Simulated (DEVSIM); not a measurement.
Device: abrupt Ge n-p junction, at 300 K.

Layer 1 from the left is Ge, thickness (μm) 1.30, Nd (cm⁻³) 1e18, τn (s) 4e-7, τp (s) 4e-7. Layer 2 from the left is Ge, thickness (μm) 160, Na (cm⁻³) 2.4e15, τn (s) 4e-7, τp (s) 4e-7.

Left contact: ohmic. Right contact: ohmic. Voltage is applied to the left contact. Recombination: SRH at mid-gap, radiative. Mobility is constant in doping.

Constants are typed, rounded textbook-type inputs, not results; the design itself was drawn at random and stands for no fabricated device. Values at 300 K.

Ge: gap (eV) 0.664, affinity (eV) 4, permittivity 16, Nc (cm⁻³) 1.04e19, Nv (cm⁻³) 6e18, μn (cm²/Vs) 3900, μp (cm²/Vs) 1900, B (cm³/s) 6.4e-14.

Problem. Estimate by hand the built-in potential, the peak field at zero bias, and compare with a numerical solution.

Solution. 
- Built-in potential: ni = √(Nc Nv) exp(−Eg/2kT) = 2.09e13 cm⁻³ with Eg = 0.664 eV; Vbi = kT/q ln(Na Nd/ni²) = 0.401 V; numerical 0.401 V.
- Peak field at zero bias: depletion approximation: W = √(2εVbi/(qN)) = 0.544 μm with N = 2.39e15 cm⁻³; field = 2Vbi/W = 14700 V/cm; numerical 47600 V/cm (estimate below by 69 %).

DEVSIM, 1D drift-diffusion, Boltzmann statistics, complete ionisation; no tunnelling, impact ionisation, image-force lowering or self-heating.
